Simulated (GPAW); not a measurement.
A self-consistent single point of Sb (Pm-3m, 1 atom in the cell) with GPAW.

Computed with LDA (Perdew-Wang 92), GPAW PAW datasets LDA (gpaw-data 1.0.1) (plane waves; GPAW 25.7.0).

```yaml
crystal:
  lattice:
    - [3.15148, 0.00000, 0.00000]
    - [0.00000, 3.15148, 0.00000]
    - [0.00000, 0.00000, 3.15148]
  atoms:
    - { symbol: Sb, position: [0.00000, 0.00000, 0.00000] }
```

Reference input (self-consistent single point, DFT PBEsol, plane waves, GPAW PAW datasets PBEsol (made by gpaw-setup)): mode = pw; ecut = 600 eV; xc = PBEsol; kpts = 14 14 14; mesh shift (steps) = 0 0 0; occupations.name = methfessel-paxton; occupations.width = 0.272 eV; occupations.order = 0; nbands = -5; convergence.density = 1e-05 e/electron; convergence.energy = 1e-05 eV/electron; symmetry.symmorphic = false. This run's input differs from it in these lines:

```diff
@@ -12,3 +12,3 @@
 calc = GPAW(mode={'name': 'pw', 'ecut': 600},
-            xc='PBEsol',
+            xc='LDA',
             kpts={'size': (14, 14, 14), 'gamma': True},
```

Its files differ too (potentials: GPAW PAW datasets LDA (gpaw-data 1.0.1)).

Log, with long lists cut:

```
     iter     time        total  log10-change:
                         energy   eigst   dens
iter:   1 --:--:--    -5.004401
iter:   2 --:--:--    -5.029180   -0.61  -1.80
iter:   3 --:--:--    -5.027631   -2.00  -1.81
iter:   4 --:--:--    -5.028911   -2.70  -2.24
iter:   5 --:--:--    -5.029540   -3.75  -2.70
iter:   6 --:--:--    -5.027855   -3.97  -2.62
iter:   7 --:--:--    -5.027829   -4.95  -3.48
iter:   8 --:--:--    -5.027829c  -6.13  -3.89
iter:   9 --:--:--    -5.027831c  -7.05  -3.86
iter:  10 --:--:--    -5.027830c  -6.55  -4.23
iter:  11 --:--:--    -5.027830c  -8.13c -4.44
iter:  12 --:--:--    -5.027831c  -6.60  -4.52
iter:  13 --:--:--    -5.027830c  -7.53c -4.40
iter:  14 --:--:--    -5.027830c  -7.72c -4.79
iter:  15 --:--:--    -5.027830c  -9.01c -5.37c
Converged after 15 iterations.

Dipole moment: (0.000000, -0.000000, 0.000000) |e|*Ang

Energy contributions relative to reference atoms: (reference = -176132.436306)

Kinetic:         -4.277774
Potential:       +2.946763
External:        +0.000000
XC:              -3.872905
Entropy (-ST):   -0.019962
Local:           +0.186067
SIC:             +0.000000
--------------------------
Free energy:     -5.037811
Extrapolated:    -5.027830

Showing only first 2 kpts
 Kpt  Band  Eigenvalues  Occupancy
  0     5     -6.16293    2.00000
  0     6      8.98248    0.00000
  0     7      8.98248    0.00000
  0     8      8.98248    0.00000

  1     5     -6.09314    2.00000
  1     6      8.11387    0.00000
  1     7      9.05013    0.00000
  1     8      9.05013    0.00000

Fermi level: 5.81157

No gap
No difference between direct/indirect transitions
Energy (eV): -5.02783

Forces in eV/Ang:
  0 Sb   -0.00000   -0.00000   -0.00000

Stress tensor:
     0.035689     0.000000     0.000000
     0.000000     0.035689     0.000000
     0.000000     0.000000     0.035689
Stress (GPa, Voigt): [5.718 5.718 5.718 0.    0.    0.   ]
```

The run converged in 15 iterations. GPAW prints stress with tension positive. Against the reference run the pressure goes from -4.68 to -5.72 GPa.

The starting cell comes from a database of computed structures (which also holds hypothetical and non-ambient phases and stackings), without a prior relaxation at this level. Its lattice was rescaled by a random factor within 2.5 % of one. With a pressure of about -6 GPa the cell is away from its equilibrium volume at this level.
